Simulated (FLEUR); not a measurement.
FLEUR run on CsRuF6 (R-3m, 8 atoms in the cell): self-consistent single point.

Method of the run: LDA (Vosko-Wilk-Nusair), all-electron FLAPW (FLEUR), scalar-relativistic valence.

The change in words: lattice scaled by 0.98. Reference geometry:
```xyz
8
Lattice="4.0554 2.3414 2.6857 -4.0554 2.3414 2.6857 0.0000 -4.6828 2.6857" Properties=species:S:1:pos:R:3 pbc="T T T"
Cs     0.0000     0.0000     4.0286
Ru     0.0000     0.0000     0.0000
F      0.0000    -3.1364     3.8031
F      0.0000     3.1364     4.2540
F      2.7162     1.5682     3.8031
F     -2.7162    -1.5682     4.2540
F     -2.7162     1.5682     3.8031
F      2.7162    -1.5682     4.2540
```
Moments meant for the start (each program seeds them in its own way; μB, in the order of the atoms Cs Ru F F F F F F): 0.0 2.0 0.0 0.0 0.0 0.0 0.0 0.0.

Reference input (self-consistent single point, DFT, LDA (Vosko-Wilk-Nusair), all-electron FLAPW (FLEUR), scalar-relativistic valence): Kmax = 4.7 1/bohr; GmaxXC = 16.4 1/bohr; xcFunctional = vwn; jspins = 2; l_soc = F; mode = hist; fermiSmearingEnergy = 0.00183747 Htr; mesh (inpgen div1-3) = 3 3 3; inpgen gamma flag = false; Gmax = 16.4 1/bohr; numbands = 0; maxIterBroyd = 25. This run's input differs from it in these lines:

```diff
@@ -3,5 +3,5 @@
 &input film=f /
-7.6636465610 4.4246084049 5.0752393426
--7.6636465610 4.4246084049 5.0752393426
--0.0000000000 -8.8492168099 5.0752393426
+7.5103732606 4.3361160237 4.9737345936
+-7.5103732606 4.3361160237 4.9737345936
+0.0000000000 -8.6722320474 4.9737345936
 1.0
@@ -50,5 +50,5 @@
          <bravaisMatrix>
-            <row-1>    7.6636465610000002     4.4246084048999998     5.0752393425999998</row-1>
-            <row-2>   -7.6636465610000002     4.4246084048999998     5.0752393425999998</row-2>
-            <row-3>    0.0000000000000000    -8.8492168098999997     5.0752393425999998</row-3>
+            <row-1>    7.5103732605999998     4.3361160236999998     4.9737345935999997</row-1>
+            <row-2>   -7.5103732605999998     4.3361160236999998     4.9737345935999997</row-2>
+            <row-3>    0.0000000000000000    -8.6722320473999996     4.9737345935999997</row-3>
          </bravaisMatrix>
```

The program printed (abridged):

```
 Iteration:     1   Distance:      19.83482114 me/bohr^3
 Iteration:     2   Distance:      16.80480720 me/bohr^3
 Iteration:     3   Distance:       9.24558329 me/bohr^3
 Iteration:     4   Distance:      11.61723841 me/bohr^3
 Iteration:     5   Distance:       1.32807152 me/bohr^3
   [... 9 lines left out ...]
 Iteration:    15   Distance:       0.00021706 me/bohr^3
 Iteration:    16   Distance:       0.00021626 me/bohr^3
 Iteration:    17   Distance:       0.00010367 me/bohr^3
 Iteration:    18   Distance:       0.00000564 me/bohr^3
 Reset of history
 Run finished successfully
 Stop message:
   Structural relaxation: new displacements generated

[file out, last iteration]
             iter=     19
[...]
          total density-effective poten   -2.1364727922E+04
          total charge density-energy d   -3.7460817691E+02
 Updated energy parameters for spin:           1
 Updated energy parameters for spin:           2
[...]
 fermi energy and band-weighting factors:
    0.645264    0.673945

[...]
FERMIE:
          first approx. to ef    (T=0)  :   0.138881 htr   (energy of the highest occ. eigenvalue)
          number of occ. states  (T=0)  :        390
          first approx. to seigv (T=0)  : -17.709568 htr
          sum of weights of occ. states :  65.000000
          sum of semicore charge        :   0.000000 e
FERHIS:  Fermi-Energy by histogram:
   [... lines left out ...]
          bandgap                     :   0.039778 htr
          charge neutrality (T=0)     :   0.000000    (zero if the highest occ. eigenvalue is "entirely" occupied)
 Direct bandgap for spin            1 :   0.12846558131224312       Htr
 Direct bandgap for spin            2 :   0.10610499347121849       Htr
 ---->    free energy=                    -12907.6980021270 htr
   [... lines left out ...]
 TOTAL FORCE FOR ATOM TYPE=  1  X=  0.000   Y=  0.000   Z=  7.461
                       FX_TOT= 0.000000 FY_TOT= 0.000000 FZ_TOT= 0.000000
 TOTAL FORCE FOR ATOM TYPE=  2  X=  0.000   Y=  0.000   Z=  0.000
                       FX_TOT= 0.000000 FY_TOT= 0.000000 FZ_TOT= 0.000000
 TOTAL FORCE FOR ATOM TYPE=  3  X=  0.000   Y=  2.864   Z=  2.069
                       FX_TOT= 0.000000 FY_TOT=-0.010429 FZ_TOT=-0.006644
```

The run converged in 18 iterations. FLEUR gives forces in its relaxation mode, with a further iteration, so its stop message speaks of a relaxation. Against the reference run the free energy falls by 45.2 meV/atom, the largest force goes from 1.549 to 0.636 eV/Å, the gap on the mesh goes from 1.100 to 1.082 eV and the size of the net moment stays at 0.38 μB/atom.

The starting cell comes from a database of computed structures (which also holds hypothetical and non-ambient phases and stackings), without a prior relaxation at this level. Its lattice was rescaled by a random factor within 2.5 % of one. For this run, on top of that: lattice scaled by 0.98. With one magnetic atom in the cell only a parallel order is possible. Values depend on the basis (sphere radii, cutoffs, local orbitals), which need not be converged.

Cost on one core of a shared machine: roughly 9 min.
